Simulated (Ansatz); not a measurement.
The starting structures come from a database of crystals and need not be the phases stable at ambient conditions.

Data:

```
CELL_PARAMETERS angstrom
      4.20360     0.00000     0.00000
     -2.10180     3.64043     0.00000
      2.10180     1.21348     3.43223
ATOMIC_POSITIONS crystal
  Mg 0.00000 0.00000 0.00000
  Te 0.00000 0.50000 0.50000
```

Space group of this cell: Fm-3m, rock salt. The cell is taken as given; by PBEsol its mean pressure is -1.0 GPa.

These are PBEsol (plane waves, PAW; Ansatz, a first-principles code) values and carry that method's errors.

The current runs along the normal of the first two printed vectors; no spin-orbit coupling. Scaled by the factor s: the length along the current (ions clamped). Meshes 10×10×10 and 12×12 across the current in all rows.

```
s     mean pressure (GPa)  band gap (eV)
----  -------------------  -------------
0.97                  0.5           0.25
1.00                 -1.0           0.44
1.03                 -2.2              ?
```

Q: Take the slope of the band gap against ln s from the two given rows, extrapolate to s = 1.03, and say what the run there gives.

A: Slope = (0.25 − 0.44) / ln 0.97 = 6.24 eV. The line gives 0.44 + (6.24) × ln 1.03 = 0.62 eV. The run gives 0.32 eV, 0.30 eV under the line, 165 % of the predicted step.
